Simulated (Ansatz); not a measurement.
The starting structures come from a database of crystals and need not be the phases stable at ambient conditions.

 Where the default PAW files enter, the runs use the earlier of Ansatz's two default sets.

Tunnelling through a barrier is set by its complex band structure: the current falls as exp(−2κd) with the smallest κ.

Given:

```
CELL_PARAMETERS angstrom
      4.84693     0.00000     0.00000
      0.00000     7.08994     0.00000
      0.00000     0.00000     5.13496
ATOMIC_POSITIONS crystal
  Al 0.74785 0.39040 0.03051
  Al 0.25215 0.60960 0.96949
  Al 0.75215 0.10960 0.53051
  Al 0.24785 0.89040 0.46949
  Al 0.75215 0.89040 0.96949
  Al 0.24785 0.10960 0.03051
  Al 0.74785 0.60960 0.46949
  Al 0.25215 0.39040 0.53051
  O  0.89298 0.65400 0.10198
  O  0.10702 0.34600 0.89802
  O  0.60702 0.84600 0.60198
  O  0.39298 0.15400 0.39802
  O  0.60702 0.15400 0.89802
  O  0.39298 0.84600 0.10198
  O  0.89298 0.34600 0.39802
  O  0.10702 0.65400 0.60198
  O  0.95060 0.00000 0.25000
  O  0.04940 0.00000 0.75000
  O  0.54940 0.50000 0.75000
  O  0.45060 0.50000 0.25000
```

Space group of this cell: Pbcn. The cell is strained (lengths along the current scaled by 1.03, ions clamped); by r2SCAN its mean pressure is -13.8 GPa.

Transport runs along the normal of the first two printed cell vectors.

No gap correction and no spin-orbit coupling; mid-gap values are interpolated between computed energies.

Problem. Estimate the band gap and the smallest decay constant κ at mid-gap that r2SCAN run with Ansatz (a quantum-chemistry and plane-wave program) returns for this system.

Solution. Gap 5.81 eV on a 6×4×6 mesh; κ = 0.358 1/Å, at the zone centre.
